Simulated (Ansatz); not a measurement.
A periodic model of amorphous Hf$_{32}$La$_{4}$O$_{70}$:

```xyz
106
Lattice="11.2360 -0.1499 -0.1629 -0.1499 11.2014 -0.1530 -0.1629 -0.1530 11.4750" Properties=species:S:1:pos:R:3 pbc="T T T"
Hf     7.7535     1.7910    10.8275
Hf     2.6495     5.7720     8.7416
Hf    10.8153     9.3018     3.3007
Hf     4.8121     3.0516     9.9510
Hf     2.4084     0.8932    11.0593
Hf     5.5630     7.9663     7.1733
Hf     5.5872     3.0149     3.7606
Hf     5.0133     6.3127     3.7252
Hf     2.8993     9.3937     4.7931
Hf     5.4990    -0.0930     1.9599
Hf     9.6620     7.5328    -0.0991
Hf     8.5085    10.4023     1.1165
Hf     7.4774     1.1329     7.6637
Hf     5.9843    10.6235     5.1162
Hf     0.1165     4.3564    10.8703
Hf     6.4253     7.8739     1.2317
Hf     0.3427     5.6044     2.5890
Hf     3.6925     4.8559     0.8938
Hf    10.9684     1.8953     0.8663
Hf    10.1633     6.7167     8.2988
Hf     4.2100    -0.1622     8.2362
Hf     8.4174     4.1358     1.5247
Hf     1.0037     0.3579     6.5910
Hf    10.2291     0.1075     9.2069
Hf     9.1371     9.5923     6.2847
Hf     4.2824     8.5884    10.1989
Hf     1.2400     9.2200     9.1649
Hf     6.7914     5.7065    10.0844
Hf     0.9747     6.5414     5.9376
Hf     8.6799     1.5287     3.8617
Hf     2.6606     0.8031     3.0225
Hf     2.3488     3.5498     5.2435
La    10.1847     3.1985     7.0305
La     8.4420     6.3856     4.6751
La     2.5565     8.1940     1.6019
La     5.8027     4.4814     6.9285
O      4.8873     9.2705     0.7162
O      8.7259     6.3681     9.7131
O      0.4883     3.8465     1.4752
O      8.4265    10.5892     8.0519
O      9.4204     0.3580    11.2660
O      4.9066     6.7089     5.8109
O      1.3073     0.9590     1.4658
O      2.3406     7.9738    10.5453
O      4.4946    10.3613     3.5892
O     10.1940     9.0360     1.3085
O     10.4140     5.6768     6.2700
O      4.6838     6.7163     1.5709
O      3.5311     1.4905     9.2838
O      1.2452     5.1681     4.4178
O      9.5475     5.2649     2.8811
O     10.8538     5.9897     0.3995
O      2.1741    10.4403     7.5642
O      6.5853     0.9844     3.9131
O      8.1234     0.1409     5.7561
O      5.6167     0.6333     6.8557
O      6.8994     3.3282     0.3517
O      3.9088     7.3084     8.5025
O      6.9290     8.9805     5.9468
O      1.0193     7.2158     8.0654
O     10.8577     9.7795     7.7025
O      2.2389     5.2289     6.7961
O      5.7660     7.3303    10.6694
O      4.3613     9.5861     6.2098
O      9.3780     2.2519     2.0467
O      8.0001     8.7620     0.0538
O      0.6204    10.8321    10.2044
O      4.8774     4.9149    10.9141
O      2.1696     5.9320     1.6771
O      4.4909     4.4547     2.7821
O      7.6957     2.8679     6.7442
O     10.7342    10.5266     5.1222
O      4.3470     3.1964     5.4002
O      7.0809     0.5482     0.7320
O     10.6949     8.0588     9.8502
O      4.5075     1.6758     2.7020
O      6.5133     6.4531     8.1194
O      9.4576    11.0189     2.8179
O     11.0722     1.1810     7.8137
O      3.6214     2.8909     0.1112
O      6.7090     7.1838     3.1899
O      3.9417     4.1997     8.5114
O      2.0178     4.9868    10.5235
O      2.4931     0.2393     5.1302
O      9.9247     2.4625     4.9446
O      8.8914     1.7946     9.0520
O      6.2473     1.3562     9.4485
O      3.5953     0.1187     1.0828
O      6.9255     9.7195     2.2541
O      7.5011     3.2540     3.1412
O      6.5748     3.9263     9.1766
O      1.3254     8.4555     5.5493
O      3.4950     7.7520     3.7613
O      5.3156     9.5459     8.6862
O      9.0208     7.7147     7.0329
O      0.3452     7.5524     3.0754
O     10.7809     4.7716     8.8626
O      1.6408     9.9578     3.0494
O      1.3293     2.4141     6.4019
O      0.5428     2.2855    10.7016
O      3.1218    10.3093     9.8721
O      9.3698     8.4628     4.4385
O      7.8282     6.1145     0.6441
O      9.4996     3.4353    -0.1695
O      6.3557     4.9406     4.6613
O      2.0120     2.5522     3.6063
```

The numbers are results of PBE, scalar-relativistic without spin-orbit coupling (plane waves to 420 eV, PAW; Ansatz, a quantum-chemistry and plane-wave program), not measurements.

Preparation: random packing, a CHGNet melt and quench, and a DFT relaxation. O atoms were pushed apart under 1.9 Å during the dynamics, to hinder bonds among them. The hot cell started wider than the set density and was brought back towards it in steps. It is the lowest in DFT energy of 4 quenches. It is a model cell: composition and starting density were chosen by hand, and all elements were melted together. No dispersion term was used. Its density started from a set value of 8.21 and ended at 8.50 g/cm³. Cooling (nominally 150 K/ps over its main leg) ran many orders faster than in experiment, which tends to leave more defects and strain. A cell of this size samples the disorder only roughly. Volume and shape were free in the relaxation.

Cut-offs for bonds: Hf-Hf 3.34 Å, Hf-La 3.65 Å, Hf-O 2.56 Å, La-La 3.96 Å, La-O 3.00 Å, O-O 1.58 Å. Two cations that share two anions don't count as bonded, nor two that share one unless they lie closer than Hf-Hf 3.25 Å, Hf-La 3.55 Å, La-La 3.85 Å.

Question: Give the coordination numbers, mean bond lengths and angles.

Answer: 
```
Property                                                           Value
---------------------------------  -------------------------------------
Mean coordination of Hf by anions   6.06 (3 with 5, 24 with 6, 5 with 7)
Mean coordination of La by anions              6.75 (1 with 6, 3 with 7)
Mean coordination of O             3.16 (4 with 2, 51 with 3, 15 with 4)
Mean Hf-O bond                     2.130 Å (spread 0.107 Å, 194 counted)
Mean La-O bond                      2.507 Å (spread 0.148 Å, 27 counted)
Bond angle at Hf                               mean 103.2°, spread 28.7°
Bond angle at La                               mean 101.1°, spread 30.4°
Bond angle at O                                mean 113.3°, spread 16.1°
```

Question: List the pairs of like atoms that count as bonded by the rules above.

Answer: There are none by these rules.
